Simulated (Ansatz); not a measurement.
Take SiC (space group P6_3mc, No. 186; a = 3.0781 Å, c = 10.0762 Å) as the base.

Method: DFT with PBEsol, PAW potentials and a 420 eV plane-wave cutoff in Ansatz (a program for electronic structure), no spin-orbit coupling.

One change was made to it. Results:

```json
[
 {"quantity": "smallest direct gap", "base": "3.24 eV", "after": "3.26 eV"},
 {"quantity": "gap character", "base": "indirect, Γ → M", "after": "indirect, Γ → M"},
 {"quantity": "lattice parameter a", "base": "3.078 Å", "after": "3.048 Å"}
]
```

**Question.** What was done to the base?
A) pressure 3 GPa
B) pressure 15 GPa
C) pressure 7 GPa

**Answer.** C, pressure 7 GPa. For comparison, the lattice parameter a in the other runs: pressure 15 GPa gives 3.017 Å; pressure 3 GPa gives 3.065 Å.

Load acts through the strain it causes; cell and atoms are relaxed under it. Stability against distortions was not tested. No other phases were tried under pressure.
